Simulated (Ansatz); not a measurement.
## GeSb4Te7 (P-3m1, No. 164, 12 atoms in the cell; start mp-29641): properties by level of theory

```json
[
 {"level (code)": "PBE-D3(BJ) (Ansatz)", "lattice constant a (Å)": "(withheld)", "c axis length (Å)": "23.326", "enthalpy of formation (eV/atom)": "(withheld)"},
 {"level (code)": "r²SCAN-D4 (Ansatz)", "lattice constant a (Å)": "4.274", "c axis length (Å)": "24.222", "enthalpy of formation (eV/atom)": "-0.114"},
 {"level (code)": "r²SCAN+rVV10 (Ansatz)", "lattice constant a (Å)": "(withheld)", "c axis length (Å)": "24.094", "enthalpy of formation (eV/atom)": "-0.116"}
]
```

Task: Complete the blanks.

Result: 
- PBE-D3(BJ) (Ansatz, a program for electronic structure), lattice constant a (Å): 4.258
- PBE-D3(BJ) (Ansatz), enthalpy of formation (eV/atom): -0.123
- r²SCAN+rVV10 (Ansatz), lattice constant a (Å): 4.270

Caveats: a distance lies near a switch of the dispersion term, which can move the cell (PBE-D3(BJ)); the relaxation could not lower the start's symmetry, so the cell can be a saddle point above a distorted one (PBE-D3(BJ), r²SCAN-D4, r²SCAN+rVV10). Ansatz's density-functional and Hartree–Fock values are scalar-relativistic unless marked +SOC, with PAW data made under PBE.

The computed numbers hold no vibrational or temperature effects.

A start named mp-… is a Materials Project structure, which need not be a measured phase.
